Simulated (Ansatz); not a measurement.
Start from Si in the diamond structure (space group Fd-3m, No. 227; a = 5.402 Å).

Method: plane-wave PAW DFT at the LDA level (Ansatz, a program for electronic structure, 420 eV), no SOC.

Strains are applied to the cell and any free atomic positions relax.

One change was made to it. Results:

```tsv
quantity	base	after
mean gap deformation potential ΔEg/Δln V	–	+1.6 eV
smallest direct gap	2.53 eV	2.29 eV
```

**Question.** What was done to the base?
A. isotropic strain −2.00 %
B. isotropic strain +1.00 %
C. isotropic strain +2.00 %
D. isotropic strain +1.50 %
E. isotropic strain +3.00 %

**Answer.** E, isotropic strain +3.00 %. For comparison, the smallest direct gap in the other runs: isotropic strain +2.00 % gives 2.42 eV; isotropic strain +1.50 % gives 2.49 eV; isotropic strain +1.00 % gives 2.52 eV; isotropic strain −2.00 % gives 2.56 eV.

Semilocal Kohn–Sham gaps tend to fall short of experiment. Whether these cells are dynamically stable was not tested.
